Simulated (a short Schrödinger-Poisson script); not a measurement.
Stack: MOS inversion layer, SiO2 on p-type Si(100), at 300 K.

From the gate side: 3.4 nm SiO2; 910 nm Si, acceptors 2.2e17 cm⁻³.

Constants are typed, rounded textbook-type inputs, not results; the design itself was drawn at random and stands for no fabricated device. SiO2: permittivity 3.9, conduction-band edge (eV) 3.15, gap (eV) 9, electron mass (mₑ) 0.5. Si: permittivity 11.7, conduction-band edge (eV) 0, gap (eV) 1.124, Nv at 300 K (cm⁻³) 3.1e19.

Channel valleys (confinement mass, in-plane density-of-states mass, number): Δ2 0.916, 0.19, 2; Δ4 0.19, 0.417, 4. At the gate the conduction-band edge of layer 1 lies 3.4 eV − eVg above the Fermi level of the channel; the field vanishes at the back. Gaps are held at their typed values at every temperature. Mesh 0.03 nm at interfaces.

Solved with a short Schrödinger-Poisson script written for these runs: 1D Poisson equation in equilibrium, electrons quantum, Hartree (BenDaniel-Duke, 12 states a valley, the channel's in-plane mass for all, wave functions ending at the dielectric), parabolic valleys, classical holes, full ionisation, no traps, pinning or gate leakage.

```
Vg (V)  electrons (cm⁻²)  C (μF/cm²)  Δ2 E0 (meV from the Fermi level)  Δ4 E0 (meV from the Fermi level)
------  ----------------  ----------  --------------------------------  --------------------------------
0.45             5.04e10       0.298                             130.8                             177.4
0.6              4.91e11       0.683                              69.4                             120.2
0.75             1.17e12       0.787                              44.0                              99.5
0.9              1.93e12       0.829                              28.3                              88.4
1.05             2.71e12       0.851                              16.6                              81.0
1.2              3.51e12       0.866                               7.2                              75.6
1.35             4.33e12       0.876                              -1.0                              71.3
1.5              5.15e12       0.884                              -8.2                              67.7
1.65             5.98e12       0.890                             -14.8                              64.7
1.8              6.81e12       0.895                             -20.9                              61.9
1.95             7.65e12       0.900                             -26.7                              59.5
2.1              8.50e12       0.903                             -32.2                              57.3
2.25             9.34e12       0.906                             -37.5                              55.2
2.4              1.02e13       0.909                             -42.6                              53.3
2.55             1.10e13       0.911                             -47.5                              51.4
2.7              1.19e13       0.913                             -52.3                              49.7
```

Gate voltages with under 1e9 electrons/cm² are left out.

Problem. At Vg = 2.7 V the lowest Δ2 subband lies at -52.3 meV from the Fermi level. How many electrons does it hold, and what share of all?

Solution. The two-dimensional density of states is g m/(πħ²) = 1.59e11 cm⁻² meV⁻¹ (both spins), kT = 25.9 meV, so n = D kT ln(1 + exp(−E/kT)) = 8.81e12 cm⁻², 0.74 of the 1.19e13 cm⁻² in all.

Problem. Compare the slope of the sheet density between 2.4 and 2.7 V with the geometric capacitance of the layers between gate and channel.

Solution. q Δn/ΔV = 0.908 μF/cm²; ε0/Σ(t/ε) = 1.02 μF/cm². The ratio is 0.89: the channel acts as a further capacitance in series.
